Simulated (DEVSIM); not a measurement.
Device: Schottky contact on n-type Si, at 300 K.

Layer 1 from the left is Si, thickness (μm) 1.20, Nd (cm⁻³) 7.7e15, τn (s) 1.6e-5, τp (s) 1.6e-5. Layer 2 from the left is Si, thickness (μm) 29.0, Nd (cm⁻³) 7.5e17, τn (s) 1.6e-5, τp (s) 1.6e-5.

Left contact: Schottky, work function 4.91 eV, emission velocity 6.8e6 cm/s. Right contact: ohmic. Voltage is applied to the left contact. Recombination: SRH at mid-gap, radiative, Auger. Mobility is constant in doping.

Constants are typed, rounded textbook-type inputs, not results; the design itself was drawn at random and stands for no fabricated device. Values at 300 K.

Si: gap (eV) 1.124, affinity (eV) 4.05, permittivity 11.7, Nc (cm⁻³) 2.86e19, Nv (cm⁻³) 3.1e19, μn (cm²/Vs) 1417, μp (cm²/Vs) 470, B (cm³/s) 4.7e-15, Cn (cm⁶/s) 2.8e-31, Cp (cm⁶/s) 9.9e-32.

Simulated with DEVSIM: 1D drift-diffusion, Boltzmann statistics, complete ionisation; no tunnelling, impact ionisation, image-force lowering or self-heating. Metal contacts follow the ideal Schottky-Mott rule: no Fermi-level pinning, no interface dipoles.

Dark forward current:

| |V| (V) | |J| (A/cm²) |
|---|---|
| 0.05 | 5.813e-7 |
| 0.10 | 4.575e-6 |
| 0.15 | 3.200e-5 |
| 0.20 | 0.0002202 |
| 0.25 | 0.001510 |
| 0.30 | 0.01032 |
| 0.35 | 0.07033 |
| 0.40 | 0.4762 |
| 0.45 | 3.173 |
| 0.50 | 19.92 |
| 0.55 | 100.7 |
| 0.60 | 326.4 |
| 0.65 | 705.8 |
| 0.70 | 1230 |
| 0.75 | 1970 |
| 0.80 | 3027 |

**Question.** Work out the local ideality factor n = ΔV / (kT/q · ln(J2/J1)) between the rows 0.15 and 0.20 V, 0.75 and 0.80 V.

**Answer.** kT/q = 25.85 mV. From 0.15 to 0.20 V: ln(0.0002202/3.200e-5) = 1.929, n = 1.00, near the 1 of diffusion or emission over a barrier. From 0.75 to 0.80 V: ln(3027/1970) = 0.430, n = 4.50.

**Question.** Estimate the current at 0.30 V for emission alone, J0 = q v N_band exp(−φB/kT), and read the barrier back from the simulated current.

**Answer.** φB = 0.860 eV, N_band = 2.86e19 cm⁻³, J0 = 1.11e-7 A/cm²; J = J0 (exp(qV/kT) − 1) = 0.0122 A/cm². The simulation gives 0.0103 A/cm²; the estimate lies 18 % above. Read backwards, the simulated current gives an apparent barrier of 0.864 eV. The estimate leaves out transport through the depletion region and minority injection.
